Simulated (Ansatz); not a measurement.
Take WSi$_{2}$ (space group I4/mmm, No. 139; a = 3.2123 Å, c = 7.8058 Å) as the base.

All numbers come from plane-wave PAW DFT at the r2SCAN level (Ansatz, a quantum-chemistry and plane-wave program, 500 eV), scalar-relativistic without spin-orbit coupling, earlier PAW set.

Before the change:

| Property | Value |
|---|---|
| Volume per atom | 13.42 Å³ |

Perturbation: a hydrostatic pressure of 4.2 GPa.

Q: Predict the new volume per atom.

A: The volume per atom decreases by 0.23 Å³, from 13.42 Å³ to 13.19 Å³.

Load acts through the strain it causes; cell and atoms are relaxed under it. Stability against distortions was not tested. All final runs are without spin polarisation.
